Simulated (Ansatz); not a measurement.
## A computed series for Hf: response to strain

Consider Hf in the hcp (Mg type) structure (space group P6_3/mmc, No. 194; a = 3.1983 Å, c = 5.0488 Å; relaxed with 0.1 eV smearing). Axes: x lies along a and z along c of the hexagonal cell.

Strains are applied to the cell and any free atomic positions relax.

Computed with r2SCAN (Ansatz, an electronic-structure program; PAW; 500 eV plane waves; no spin-orbit coupling).

Notes on the quantities. energy relative to the base: free energy F.

| uniaxial strain ε_zz (%) | energy relative to the base (meV/atom) |
|---|---|
| -3 | 13.4 |
| -2.5 | 9.3 |
| -2 | 5.9 |
| -1.5 | 3.3 |
| -1 | ? |
| -0.5 | 0.4 |
| 0 | 0.0 |

Question: Fit ΔE = Aε² + Bε³ (ε in %) to the rows shown and predict the withheld row.

Answer: Least squares on the printed values gives A = 1.46 and B = -0.012 meV/atom (largest residual 0.0 meV/atom); this predicts 1.5 meV/atom, and the run gives 1.4 meV/atom, in agreement.

Stability against distortions was not tested. All final runs are without spin polarisation.
